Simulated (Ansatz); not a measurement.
Seebeck coefficient (μV/K, mean over directions) of n-type CaTiO3 (Pm-3m) against carrier density, PBEsol, rigid bands in Ansatz (a quantum-chemistry and plane-wave program). Computed gap 1.89 eV; densities at which minority carriers matter at this gap, or further valleys turn the trend, are left out. Conductivity mass 0.61 mₑ (harmonic mean over directions), N_c = 7.3e19 cm⁻³ at 300 K.

```
electron density       300 K       500 K
----------------  ----------  ----------
1e16 cm⁻³               -979  (withheld)
1e17 cm⁻³               -780        -853
1e18 cm⁻³               -582        -655
3e18 cm⁻³               -487        -560
1e19 cm⁻³               -385        -457
3e19 cm⁻³         (withheld)        -363
1e20 cm⁻³               -197        -264
3e20 cm⁻³               -123  (withheld)
1e21 cm⁻³                -68        -106
```

### Question
Complete the blanks.

### Answer

- 1e16 cm⁻³, 500 K: -1051
- 3e19 cm⁻³, 300 K: -292
- 3e20 cm⁻³, 500 K: -180

Rigid bands with a gap fixed in temperature, one relaxation time for all states, no polarons or phonon drag, and whether or not such doping can be reached. Spin-orbit coupling is left out.

CaTiO3 (Pm-3m): a high-temperature phase held by its symmetry.
